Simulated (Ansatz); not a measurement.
Ag: energy against volume

Ag (fcc, Fm-3m, 17.284 Å³/atom and stress up to 0.01 GPa in the relaxed cell, cube axes along x, y and z) under an equal strain ε along all three axes. r2SCAN in Ansatz, a plane-wave DFT program (PAW, default set), 500 eV, 28×28×28 Γ-centred mesh, Fermi-Dirac smearing 0.10 eV.

Here V stands for volume and E for E less E0.

| volume (Å³/atom) | E less E0 (meV/atom) | pressure (GPa) |
|---|---|---|
| 16.2679 | 21.74 | 7.43 |
| 16.5182 | 11.88 | 5.32 |
| 16.7710 | 5.10 | 3.39 |
| 17.0264 | 1.21 | 1.62 |
| 17.2843 | 0.00 | 0.00 |
| 17.5449 | 1.29 | -1.48 |
| 17.8081 | 4.90 | -2.82 |
| 18.0739 | 10.68 | -4.04 |
| 18.3423 | 18.46 | -5.15 |
| 18.8871 | ? | ? |

**Question.** Fit E against V with the third-order Birch-Murnaghan form, a cubic in V^(-2/3), and predict the withheld value at V = 18.8871.

**Answer.** With u = V^(-2/3) - 0.150, the rows have u = 0.005756, 0.004179, 0.002626, 0.001095, -0.000411, -0.001896, -0.003359, -0.004800, -0.006220. Least squares gives E = 0.075 + 414.7·u + 562656·u² + 3338509·u³. Residuals (row less fit): 0.000, 0.002, -0.004, 0.002, 0.001, 0.001, -0.004, 0.001, 0.000; standard error 0.003 (degrees of freedom: 5). Its minimum lies at u = -0.000370, so V0 = (0.149630)^(-3/2) = 17.28. There d²E/du² = 1118000 and d³E/du³ = 2.003e7, so B0 = (4/9) × 17.28^(-7/3) × 1118000 × 0.160218 = 103 GPa (the last factor turns the table's units into GPa), and B0' = 4 + (2/3) × 0.149630 × (2.003e7)/1118000 = 5.8. B0' rests on the cubic coefficient alone and has a standard error of 0.1 from these residuals. At the withheld row, u = -0.008999, so E = 0.075 + 414.7 × (-0.008999) + 562656 × (-0.008999)² + 3338509 × (-0.008999)³ = 39.475 meV/atom. The calculation gives 39.49 meV/atom, 0.015 meV/atom above the prediction (0.0 % of the range of E in the table). The row lies outside the fitted rows, so this is an extrapolation. The scatter of the fitted rows lies at the last printed digit.

In a metal these values are sensitive to mesh and smearing; energies are taken to zero smearing, stresses follow the free energy. Other structures, which can take over under pressure, weren't tried. The same form fitted to the pressure column gives B0' = 5.8; series where the two differ by over 0.4 aren't shown. Rows are the converged runs of the series near zero and its far end, less any whose ions stayed unrelaxed beside relaxed ones; series whose fitted rows scatter by over a few per cent of the range, as at a crossing or softening among them, aren't shown in this form.
